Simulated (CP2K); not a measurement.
**CP2K run on TePdSe (P3m1, 3 atoms in the cell): self-consistent single point**

Method of the run: CP2K with PBEsol, GPW, DZVP-MOLOPT-SR-GTH basis, GTH-PBE potentials (GTH_POTENTIALS).

This input was run:

```
&GLOBAL
  PROJECT tepdse
  RUN_TYPE ENERGY_FORCE
  PRINT_LEVEL LOW
&END GLOBAL
&FORCE_EVAL
  METHOD Quickstep
  STRESS_TENSOR ANALYTICAL
  &DFT
    BASIS_SET_FILE_NAME BASIS_MOLOPT
    POTENTIAL_FILE_NAME GTH_POTENTIALS
    &QS
      METHOD GPW
      EPS_DEFAULT 1E-11
    &END QS
    &MGRID
      CUTOFF 500
      REL_CUTOFF 60
      NGRIDS 5
    &END MGRID
    &SCF
      SCF_GUESS ATOMIC
      EPS_SCF 1E-6
      MAX_SCF 100
      ADDED_MOS 6
      &DIAGONALIZATION
        ALGORITHM STANDARD
      &END DIAGONALIZATION
      &MIXING
        METHOD BROYDEN_MIXING
        ALPHA 0.2
        NBUFFER 12
        BETA 1
      &END MIXING
      &SMEAR ON
        METHOD GAUSSIAN
        SIGMA [eV] 0.1
      &END SMEAR
    &END SCF
    &KPOINTS
      SCHEME MONKHORST-PACK 10 10 7
      GAMMA_CENTERED T
    &END KPOINTS
    &XC
      &XC_FUNCTIONAL
        &PBE
          PARAMETRIZATION PBESOL
        &END PBE
      &END XC_FUNCTIONAL
    &END XC
    &PRINT
      &MO
        EIGENVALUES T
        OCCUPATION_NUMBERS T
        NDIGITS 8
        FILENAME mo
        &EACH
          QS_SCF 0
        &END EACH
        ADD_LAST NUMERIC
      &END MO
      &MULLIKEN OFF
      &END MULLIKEN
    &END PRINT
  &END DFT
  &SUBSYS
    &CELL
      ABC 3.92744000 3.92744016 5.02889000
      ALPHA_BETA_GAMMA 90.00000000 90.00000000 119.99999863
      PERIODIC XYZ
    &END CELL
    &COORD
      SCALED
      Te       0.00000000     0.00000000     0.73055000
      Pd       0.33333300     0.66666700     0.00891000
      Se       0.66666700     0.33333300     0.26054000
    &END COORD
    &KIND Te
      BASIS_SET DZVP-MOLOPT-SR-GTH
      POTENTIAL GTH-PBE-q6
    &END KIND
    &KIND Pd
      BASIS_SET DZVP-MOLOPT-SR-GTH
      POTENTIAL GTH-PBE-q18
    &END KIND
    &KIND Se
      BASIS_SET DZVP-MOLOPT-SR-GTH
      POTENTIAL GTH-PBE-q6
    &END KIND
  &END SUBSYS
  &PRINT
    &FORCES ON
    &END FORCES
    &STRESS_TENSOR ON
    &END STRESS_TENSOR
  &END PRINT
&END FORCE_EVAL
```

Output, abridged:

```
 GLOBAL| Method name                                                        CP2K
 GLOBAL| Project name                                                     tepdse
 GLOBAL| Run type                                                   ENERGY_FORCE

 TOTAL NUMBERS AND MAXIMUM NUMBERS

  Total number of            - Atomic kinds:                                   3
                             - Atoms:                                          3
                             - Shell sets:                                     3
                             - Shells:                                        17
                             - Primitive Cartesian functions:                 15
                             - Cartesian basis functions:                     58
                             - Spherical basis functions:                     51

  Maximum angular momentum of- Orbital basis functions:                        3
                             - Local part of the GTH pseudopotential:          2
                             - Non-local part of the GTH pseudopotential:      4

 SCF PARAMETERS         Density guess:                                    ATOMIC
                        max_scf:                                             100
                        max_diis:                                              4
                        eps_scf:                                        1.00E-06
                        eps_diis:                                       1.00E-01
                        eps_eigval:                                     1.00E-05
                        level_shift [a.u.]:                             0.000000
                        added MOs                                         6    0
                        Mixing method:                            BROYDEN_MIXING
                                                charge density mixing in g-space
                        Smear method:                                   GAUSSIAN
                        Smearing width (sigma) [a.u.]:                  3.67E-03
                        Accuracy threshold:                             1.00E-10
                        No outer SCF

 Extrapolation method: initial_guess

 Number of electrons:                                                         30
 Number of occupied orbitals:                                                 15
 Number of molecular orbitals:                                                21

 Number of orbital functions:                                                 51
 Number of independent orbital functions:                                     51

 SCF WAVEFUNCTION OPTIMIZATION

  Step     Update method      Time    Convergence         Total energy    Change
     1 NoMix/Diag. 0.20E+00      -     0.80134177      -145.0506060551 -1.45E+02
     2 Broy./Diag. 0.20E+00      -     0.36866381      -150.2761238313 -5.23E+00
     3 Broy./Diag. 0.20E+00      -     0.14178971      -146.3797273442  3.90E+00
     4 Broy./Diag. 0.20E+00      -     0.03774066      -144.8309514474  1.55E+00
     5 Broy./Diag. 0.20E+00      -     0.02513236      -144.5970760828  2.34E-01
     6 Broy./Diag. 0.20E+00      -     0.01344031      -144.7409550786 -1.44E-01
     7 Broy./Diag. 0.20E+00      -     0.00409963      -144.7760207173 -3.51E-02
   [... 4 lines left out ...]
    12 Broy./Diag. 0.20E+00      -     0.00002443      -144.7034400934  1.19E-03
    13 Broy./Diag. 0.20E+00      -     0.00001423      -144.7035463522 -1.06E-04
    14 Broy./Diag. 0.20E+00      -     0.00000528      -144.7036618226 -1.15E-04
    15 Broy./Diag. 0.20E+00      -     0.00000281      -144.7036873988 -2.56E-05
    16 Broy./Diag. 0.20E+00      -     0.00000027      -144.7037005043 -1.31E-05

  *** SCF run converged in    16 steps ***

  Electronic density on regular grids:        -30.0000000001       -0.0000000001
  Core density on regular grids:               29.9999999996       -0.0000000004
  Total charge density on r-space grids:       -0.0000000005
  Total charge density g-space grids:          -0.0000000005

  Overlap energy of the core charge distribution:               0.00000000006851
  Self energy of the core charge distribution:               -260.49784960932720
  Core Hamiltonian energy:                                     60.61069168272446
  Hartree energy:                                              71.49964512476549
  Exchange-correlation energy:                                -16.31588068628421
  Smearing free energy correction:                             -0.00030701637280
  Fermi energy:                                                 0.28509257546354

  Total energy:                                              -144.70370050429901
  Total energy (extrapolated to sigma->0):                   -144.70354699611261

 ENERGY| Total FORCE_EVAL ( QS ) energy [hartree]           -144.703699324881370

 FORCES| Atomic forces [hartree/bohr]
 FORCES|   Atom     x               y               z               |f|
 FORCES|      1 -2.65880908E-07  1.59036361E-07 -6.73152792E-03   6.73152793E-03
 FORCES|      2  5.91963406E-07 -3.45134397E-07  6.97120466E-03   6.97120469E-03
 FORCES|      3 -3.26328194E-07  1.86238809E-07 -2.21304346E-04   2.21304665E-04
 FORCES| Sum    -2.45696110E-10  1.40773424E-10  1.83723902E-05
 FORCES| Total atomic force                                       1.83723902E-05

 STRESS| Analytical stress tensor [bar]
 STRESS|                        x                   y                   z
 STRESS|      x       -8.70813616710E+02   3.61137610238E-02  -1.04616519667E-01
 STRESS|      y        3.61137610238E-02  -8.70852493135E+02   4.00409879056E-02
 STRESS|      z       -1.04616519667E-01   4.00409879056E-02  -5.24975589102E+03
 STRESS| 1/3 Trace                                            -2.33047400029E+03
```

The run converged in 16 iterations.

The starting cell comes from a database of computed structures (which also holds hypothetical and non-ambient phases and stackings), without a prior relaxation at this level. Spin polarisation is off. Values carry the incompleteness of an atom-centred basis. The potentials were made for another functional than the one used.

Cost on one core of a shared machine: roughly 80 s.
